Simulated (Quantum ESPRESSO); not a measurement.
**Short convergence ladders for TaN (P-6m2, 2 atoms in the cell)**

```
TaN
1.0
    2.94876     0.00000     0.00000
   -1.47438     2.55370     0.00000
    0.00000     0.00000     2.89885
Ta N
1 1
Direct
  0.00000   0.00000   0.50000
  0.66667   0.33333   0.00000
```

Base method: LDA (PZ), GBRV 1.5 ultrasoft (LDA) pseudopotentials (plane waves; Quantum ESPRESSO).

Base settings: ecutwfc = 40 Ry; ecutrho = 320 Ry; occupations = smearing; smearing = fd; degauss = 0.0073499 Ry; potentials = {Ta: ta_lda_v1.uspp.F.UPF, N: n_lda_v1.2.uspp.F.UPF}; K_POINTS = automatic 13 13 11 0 0 0; conv_thr = 1e-11 Ry; mixing_beta = 0.5.

Core times come from one kind of shared machine, to one figure; runs under 30 s give none.

**Zone-centre phonons against the cutoff**

In this ladder: ph.x.tr2_ph = 1e-14; ph.x.fildyn = dyn.G; dynmat.x.fildyn = dyn.G; dynmat.x.asr = crystal. Moved along: ecutrho.

The mesh stays at the base's, so the ladder's end is converged at best in this setting alone.

Frequencies are those of the unrelaxed cell, without the LO-TO term of polar crystals.

Only quantities that move along the ladder and can be compared are tabulated.

```csv
ecutwfc,highest zone-centre frequency (cm⁻¹)
20 Ry,474.4
24 Ry,528.5
28 Ry,514.8
40 Ry,511.6
60 Ry,511.0
```

Coarsest ecutwfc that holds the highest zone-centre frequency within 2 cm⁻¹ of the last step, with all finer ones: 40 Ry; the step before is off by 3.9 cm⁻¹.

**Zone-centre phonons against the mesh**

In this ladder: ph.x.tr2_ph = 1e-14; ph.x.fildyn = dyn.G; dynmat.x.fildyn = dyn.G; dynmat.x.asr = crystal.

Frequencies are those of the unrelaxed cell, without the LO-TO term of polar crystals.

Only quantities that move along the ladder and can be compared are tabulated.

```csv
K_POINTS,highest zone-centre frequency (cm⁻¹),core time / last (rough)
automatic 4 4 3 0 0 0,489.9,0.1
automatic 5 5 5 0 0 0,510.8,–
automatic 8 8 7 0 0 0,509.6,0.2
automatic 12 12 11 0 0 0,512.2,0.5
automatic 19 19 17 0 0 0,511.6,1
```

Coarsest K_POINTS that holds the highest zone-centre frequency within 5 cm⁻¹ of the last step, with all finer ones: automatic 5 5 5 0 0 0; the step before is off by 22 cm⁻¹.

**Zone-centre phonons against the SCF threshold**

In this ladder: ph.x.tr2_ph = 1e-14; ph.x.fildyn = dyn.G; dynmat.x.fildyn = dyn.G; dynmat.x.asr = crystal.

The mesh stays at the base's, so the ladder's end is converged at best in this setting alone.

Frequencies are those of the unrelaxed cell, without the LO-TO term of polar crystals.

Only quantities that move along the ladder and can be compared are tabulated.

| conv_thr | highest zone-centre frequency (cm⁻¹) | core time / last (rough) |
|---|---|---|
| 7.3e-05 Ry | 522.2 | 1 |
| 7.3e-07 Ry | 510.5 | 0.9 |
| 7.3e-09 Ry | 511.7 | 0.8 |
| 7.3e-11 Ry | 511.6 | 1 |
| 7.3e-13 Ry | 511.6 | 1 |

Coarsest conv_thr that holds the highest zone-centre frequency within 2 cm⁻¹ of the last step, with all finer ones: 7.3e-07 Ry; the step before is off by 11 cm⁻¹.

On the base run: the starting cell comes from a database of computed structures (which also holds hypothetical and non-ambient phases and stackings), without a prior relaxation at this level. Its lattice was rescaled by up to half a per cent. Spin polarisation is off. In the base run, with a pressure of about -17 GPa the cell is away from its equilibrium volume at this level.
